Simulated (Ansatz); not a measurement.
# Au, element substitutions

Start from Au in the fcc (Cu type) structure (space group Fm-3m, No. 225; a = 4.1241 Å).

Each row replaces one element on all its sites; cell and atoms are relaxed.

Level of theory: r2SCAN (Ansatz, a program for electronic structure; PAW; 500 eV plane waves; spin-orbit coupling left out).

Candidates:
(a) Au → Ir
(b) Au → Br
(c) Au → Rh

For the base:

- Shortest interatomic distance = 2.916 Å

**Question.** Order them by shortest interatomic distance, lowest first.

**Answer.** (c) Au → Rh (2.687 Å), (a) Au → Ir (2.718 Å), (b) Au → Br (3.325 Å)

Whether these cells are dynamically stable was not tested. As relaxed here, Br is a hypothetical phase, not in the database extracts checked. The final runs are not spin-polarised.
